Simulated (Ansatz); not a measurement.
Consider the following.

```yaml
crystal:
  lattice:
    - [0.00000, 3.55713, 3.55713]
    - [3.55713, 0.00000, 3.55713]
    - [3.55713, 3.55713, 0.00000]
  atoms:
    - { symbol: Ca, position: [0.75000, 0.75000, 0.75000] }
    - { symbol: Ca, position: [0.25000, 0.25000, 0.25000] }
    - { symbol: Ge, position: [0.00000, 0.00000, 0.00000] }
```

These are PBEsol, rigid bands (plane waves, PAW, scalar-relativistic; Ansatz, a first-principles code) values and carry that method's errors. Geometry: cell and atoms relaxed with PBEsol.

Question: What conductivity effective mass do dilute electrons have at 300 K?

Answer: 0.45 mₑ.

Question: And the band gap?

Answer: 0.51 eV at this level; semilocal functionals usually fall short of the measured gap.

Rigid bands, one relaxation time for all states, no polarons. Spin-orbit coupling is left out; where it splits the top of the valence band it changes the hole mass and lowers the gap by about a third of the splitting.

Computed structure with no diffraction record at hand here (it may be known, metastable or hypothetical): Ca2Ge (Fm-3m).
